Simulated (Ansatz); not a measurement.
## Hypothetical rock salt CrGe, pressure series

Consider CrGe in the rock salt structure (space group Fm-3m, No. 225; a = 4.9335 Å; ferromagnetic; a hypothetical phase, not in the database extracts checked).

Cell and atoms are relaxed at each pressure.

The values are results of plane-wave PAW DFT at the PBEsol level (Ansatz, a first-principles code, 420 eV), without spin-orbit coupling, not measurements.

| case | density | largest site moment |
|---|---|---|
| base | 6.89 g/cm³ | 2.06 μB |
| pressure −2 GPa | 6.78 g/cm³ | 2.09 μB |
| pressure −1 GPa | 6.84 g/cm³ | 2.07 μB |
| pressure 0.3 GPa | 6.91 g/cm³ | 2.05 μB |
| pressure 0.7 GPa | 6.93 g/cm³ | 2.05 μB |
| pressure 1.5 GPa | 6.98 g/cm³ | 2.03 μB |
| pressure 3 GPa | 7.05 g/cm³ | 2.01 μB |
| pressure 5 GPa | 7.15 g/cm³ | 1.99 μB |
| pressure 7.5 GPa | 7.27 g/cm³ | 1.96 μB |
| pressure 10 GPa | 7.38 g/cm³ | 1.94 μB |

Other magnetic orders, which the real material may have, were not ruled out. Load acts through the strain it causes; cell and atoms are relaxed under it. Stability against distortions was not tested. Competing high-pressure phases were not computed.
